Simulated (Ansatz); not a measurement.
Results of LDA (PAW; Ansatz, a program for electronic structure) for cubic perovskite RbMnF3.

Run with plane-wave cutoff 520 eV, 8×8×8 k mesh, Fermi–Dirac smearing 0.01 eV, spin-polarised start, scalar-relativistic PAW data made under PBE.

Properties against volume:

```tsv
V (Å³/atom)	P (GPa)	direct gap at Γ (eV)	smallest gap on the k mesh (eV)
13.343	6.01	2.878	0.548
13.627	3.79	2.945	0.670
13.911	1.80	3.007	0.785
14.195	0.04	3.066	0.893
14.479	-1.54	3.121	0.995
14.763	-2.94	3.173	1.092
15.047	-4.19	3.223	1.184
```

The fundamental gap (0.90 eV at the equilibrium volume, with added k points) lies elsewhere than Γ–Γ.

Note: the magnetic order was assumed, not searched for or taken from measurement; the relaxation could not lower the start's symmetry, so the cell can be a saddle point above a distorted one.

Spin–orbit coupling is not included.
